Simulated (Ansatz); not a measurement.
This concerns the formation energy of the neutral Si_C in SiC (3C, zinc blende, F-43m). Reaction: 107 SiC (3C, zinc blende) + 2 Si (diamond) → cell A.

Cell A: a supercell of 216 sites of SiC (3C, zinc blende, F-43m) with Si on a C site (4 Si at 2.16 Å); spin state with PBE: run without spin, k-point mesh 2×2×2.
```
CELL_PARAMETERS angstrom
     13.13917     0.00000     0.00000
      0.00000    13.13917     0.00000
      0.00000     0.00000    13.13917
ATOMIC_POSITIONS crystal
  Si 0.08321 0.08321 0.24987
  Si 0.08330 0.24974 0.08337
  Si 0.24974 0.08330 0.08337
  Si 0.24954 0.24954 0.24956
  C  0.00000 0.00000 0.00015
  C  0.00000 0.16651 0.16667
  C  0.16651 0.00000 0.16667
  C  0.16653 0.16653 0.00013
  Si 0.08264 0.08264 0.58317
  Si 0.08289 0.24954 0.41621
  Si 0.24954 0.08289 0.41621
  Si 0.24724 0.24724 0.58309
  C  0.00000 0.00000 0.33318
  C  0.99996 0.16634 0.49970
  C  0.16634 0.99996 0.49970
  C  0.16642 0.16642 0.33309
  Si 0.08330 0.08330 0.91693
  Si 0.08300 0.24957 0.75017
  Si 0.24957 0.08300 0.75017
  Si 0.24982 0.24982 0.91684
  C  0.00000 0.00000 0.66667
  C  0.00004 0.16634 0.83363
  C  0.16634 0.00004 0.83363
  C  0.16501 0.16501 0.66676
  Si 0.08264 0.41650 0.24930
  Si 0.08264 0.58350 0.08403
  Si 0.24957 0.41650 0.08367
  Si 0.24957 0.58350 0.24967
  C  0.00004 0.33303 0.00033
  C  0.00000 0.50000 0.16667
  C  0.16634 0.33303 0.16663
  C  0.16501 0.49990 0.00166
  Si 0.08319 0.41648 0.58314
  Si 0.08300 0.58350 0.41624
  Si 0.24724 0.41642 0.41390
  Si 0.24916 0.58355 0.58311
  C  0.99996 0.33303 0.33300
  C  0.00000 0.50000 0.49983
  C  0.16592 0.33279 0.49945
  C  0.16501 0.50010 0.33167
  Si 0.08300 0.41650 0.91710
  Si 0.08319 0.58352 0.75019
  Si 0.24916 0.41645 0.75022
  Si 0.24724 0.58358 0.91943
  C  0.00000 0.33317 0.66667
  C  0.00000 0.50000 0.83350
  C  0.16622 0.33302 0.83365
  C  0.16651 0.50000 0.66667
  Si 0.08330 0.75026 0.24996
  Si 0.08321 0.91679 0.08346
  Si 0.24954 0.75046 0.08378
  Si 0.24974 0.91670 0.24996
  C  0.99996 0.66697 0.00033
  C  0.00000 0.83349 0.16667
  C  0.16634 0.66697 0.16670
  C  0.16642 0.83358 0.00025
  Si 0.08300 0.75043 0.58316
  Si 0.08330 0.91670 0.41641
  Si 0.24982 0.75018 0.41649
  Si 0.24957 0.91700 0.58316
  C  0.00004 0.66697 0.33300
  C  0.00004 0.83366 0.49970
  C  0.16622 0.66698 0.49968
  C  0.16653 0.83347 0.33320
  Si 0.08289 0.75046 0.91712
  Si 0.08264 0.91736 0.75016
  Si 0.24724 0.75276 0.75025
  Si 0.24954 0.91711 0.91712
  C  0.00000 0.66683 0.66667
  C  0.99996 0.83366 0.83363
  C  0.16592 0.66721 0.83388
  C  0.16501 0.83499 0.66657
  Si 0.41650 0.08264 0.24930
  Si 0.41650 0.24957 0.08367
  Si 0.58350 0.08264 0.08403
  Si 0.58350 0.24957 0.24967
  C  0.33303 0.00004 0.00033
  C  0.33303 0.16634 0.16663
  C  0.50000 0.00000 0.16667
  C  0.49990 0.16501 0.00166
  Si 0.41648 0.08319 0.58314
  Si 0.41642 0.24724 0.41390
  Si 0.58350 0.08300 0.41624
  Si 0.58355 0.24916 0.58311
  C  0.33303 0.99996 0.33300
  C  0.33279 0.16592 0.49945
  C  0.50000 0.00000 0.49983
  C  0.50010 0.16501 0.33167
  Si 0.41650 0.08300 0.91710
  Si 0.41645 0.24916 0.75022
  Si 0.58352 0.08319 0.75019
  Si 0.58358 0.24724 0.91943
  C  0.33317 0.00000 0.66667
  C  0.33302 0.16622 0.83365
  C  0.50000 0.00000 0.83350
  C  0.50000 0.16651 0.66667
  Si 0.41648 0.41648 0.24986
  Si 0.41648 0.58352 0.08348
  Si 0.58352 0.41648 0.08348
  Si 0.58352 0.58352 0.24986
  C  0.33302 0.33302 0.00045
  C  0.33317 0.50000 0.16667
  C  0.50000 0.33317 0.16667
  C  0.50000 0.50000 0.00016
  Si 0.40498 0.40498 0.57165
  Si 0.41645 0.58355 0.41583
  Si 0.58355 0.41645 0.41583
  Si 0.59502 0.59502 0.57165
  C  0.33279 0.33279 0.33259
  C  0.32890 0.50005 0.49556
  C  0.50005 0.32890 0.49556
  C  0.50000 0.50000 0.33318
  Si 0.41645 0.41645 0.91750
  Si 0.40498 0.59502 0.76168
  Si 0.59502 0.40498 0.76168
  Si 0.58355 0.58355 0.91750
  C  0.32890 0.32890 0.66671
  C  0.32890 0.49995 0.83777
  C  0.49995 0.32890 0.83777
  Si 0.50000 0.50000 0.66667
  Si 0.41650 0.75043 0.24967
  Si 0.41650 0.91736 0.08403
  Si 0.58350 0.75043 0.08367
  Si 0.58350 0.91736 0.24930
  C  0.33279 0.66721 0.00074
  C  0.33303 0.83366 0.16670
  C  0.50000 0.66683 0.16667
  C  0.50010 0.83499 0.00166
  Si 0.41645 0.75084 0.58311
  Si 0.41650 0.91700 0.41624
  Si 0.58358 0.75276 0.41390
  Si 0.58352 0.91681 0.58314
  C  0.33302 0.66698 0.33288
  C  0.33302 0.83378 0.49968
  C  0.49995 0.67110 0.49556
  C  0.49990 0.83499 0.33167
  Si 0.41642 0.75276 0.91943
  Si 0.41648 0.91681 0.75019
  Si 0.58355 0.75084 0.75022
  Si 0.58350 0.91700 0.91710
  C  0.32890 0.67110 0.66662
  C  0.33279 0.83408 0.83388
  C  0.50005 0.67110 0.83777
  C  0.50000 0.83349 0.66667
  Si 0.75026 0.08330 0.24996
  Si 0.75046 0.24954 0.08378
  Si 0.91679 0.08321 0.08346
  Si 0.91670 0.24974 0.24996
  C  0.66697 0.99996 0.00033
  C  0.66697 0.16634 0.16670
  C  0.83349 0.00000 0.16667
  C  0.83358 0.16642 0.00025
  Si 0.75043 0.08300 0.58316
  Si 0.75018 0.24982 0.41649
  Si 0.91670 0.08330 0.41641
  Si 0.91700 0.24957 0.58316
  C  0.66697 0.00004 0.33300
  C  0.66698 0.16622 0.49968
  C  0.83366 0.00004 0.49970
  C  0.83347 0.16653 0.33320
  Si 0.75046 0.08289 0.91712
  Si 0.75276 0.24724 0.75025
  Si 0.91736 0.08264 0.75016
  Si 0.91711 0.24954 0.91712
  C  0.66683 0.00000 0.66667
  C  0.66721 0.16592 0.83388
  C  0.83366 0.99996 0.83363
  C  0.83499 0.16501 0.66657
  Si 0.75043 0.41650 0.24967
  Si 0.75043 0.58350 0.08367
  Si 0.91736 0.41650 0.08403
  Si 0.91736 0.58350 0.24930
  C  0.66721 0.33279 0.00074
  C  0.66683 0.50000 0.16667
  C  0.83366 0.33303 0.16670
  C  0.83499 0.50010 0.00166
  Si 0.75084 0.41645 0.58311
  Si 0.75276 0.58358 0.41390
  Si 0.91700 0.41650 0.41624
  Si 0.91681 0.58352 0.58314
  C  0.66698 0.33302 0.33288
  C  0.67110 0.49995 0.49556
  C  0.83378 0.33302 0.49968
  C  0.83499 0.49990 0.33167
  Si 0.75276 0.41642 0.91943
  Si 0.75084 0.58355 0.75022
  Si 0.91681 0.41648 0.75019
  Si 0.91700 0.58350 0.91710
  C  0.67110 0.32890 0.66662
  C  0.67110 0.50005 0.83777
  C  0.83408 0.33279 0.83388
  C  0.83349 0.50000 0.66667
  Si 0.75046 0.75046 0.24956
  Si 0.75026 0.91670 0.08337
  Si 0.91670 0.75026 0.08337
  Si 0.91679 0.91679 0.24987
  C  0.66698 0.66698 0.00045
  C  0.66697 0.83366 0.16663
  C  0.83366 0.66697 0.16663
  C  0.83347 0.83347 0.00013
  Si 0.75276 0.75276 0.58309
  Si 0.75046 0.91711 0.41621
  Si 0.91711 0.75046 0.41621
  Si 0.91736 0.91736 0.58317
  C  0.66721 0.66721 0.33259
  C  0.66721 0.83408 0.49945
  C  0.83408 0.66721 0.49945
  C  0.83358 0.83358 0.33309
  Si 0.75018 0.75018 0.91684
  Si 0.75043 0.91700 0.75017
  Si 0.91700 0.75043 0.75017
  Si 0.91670 0.91670 0.91693
  C  0.67110 0.67110 0.66671
  C  0.66698 0.83378 0.83365
  C  0.83378 0.66698 0.83365
  C  0.83499 0.83499 0.66676
```

Reference: SiC (3C, zinc blende, F-43m), 216 atoms in the cell, the relaxed perfect crystal repeated, atoms not moved again, k-point mesh 2×2×2 on the run's own vectors.

Reference: Si (diamond, Fd-3m), 2 atoms in the cell, k-point mesh 10×10×10 on the run's own vectors. Conventional cell: a = b = c = 5.4700 Å, α = β = γ = 90.00°.

All numbers come from Ansatz (a quantum-chemistry and plane-wave program), plane waves with PAW, its default PAW set, cutoff 420 eV, 500 eV for r2SCAN. The structures are at rest with PBE, within the held lattices; other levels are single points on them. Neutral cells; Fermi-Dirac smearing of at most 0.05 eV in the solids, energies taken to zero width. The lattices are those relaxed with PBE, so at other levels the solids can be strained, which adds to the spread. Larger cells are relaxed from a start prepared with the learned potential CHGNet, on a coarser mesh till forces fall under 0.03 eV/Å, which some starts already meet. A dispersion term (D3(BJ), or D4 for r2SCAN) was computed beside these levels and is taken off wherever the name lacks it. The PAW files were made for PBE and serve at the other functionals too. Space groups of crystals are read within 0.01 Å. No zero-point or thermal terms. No structure search was made; lower ones may exist. Values are for these cell sizes. Mesh and cell size may move defect energies by 0.1 eV or more. The value holds for the reservoirs listed; other chemical potentials shift it. Cell A has symmetry P-43m within 0.02 Å and got no random move, so less symmetric positions, which may lie lower, weren't tried.

**Question.** What value does PBE give?

**Answer.** 3.40 eV, for 107 SiC (3C, zinc blende) + 2 Si (diamond) → cell A.

**Question.** How does the value move with the functional?

**Answer.** 
```tsv
Functional	value (eV)	less PBE
r2SCAN	3.37	-0.03
```

The levels shown span only 0.03 eV, too little to tell them apart.
